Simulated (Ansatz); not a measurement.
# A computed series for hypothetical anti-fluorite Tl2Te: element substitutions

Consider Tl2Te in the anti-fluorite structure (space group Fm-3m, No. 225; a = 7.9353 Å; a hypothetical phase, not in the database extracts checked).

Each row replaces one element on all its sites; cell and atoms are relaxed.

Computed with PBE/PAW in Ansatz (an electronic-structure program), no SOC.

```tsv
variant	density	shortest interatomic distance
base	7.13 g/cm³	343.6 pm
Te → Sn	8.52 g/cm³	322.0 pm
Te → S	7.30 g/cm³	319.3 pm
Te → O	9.77 g/cm³	286.2 pm
Te → Si	8.48 g/cm³	302.8 pm
```

Stability against distortions was not tested. As relaxed here, Tl2Sn, Tl2S, Tl2O and Tl2Si are hypothetical phases, not in the database extracts checked. All final runs are without spin polarisation.
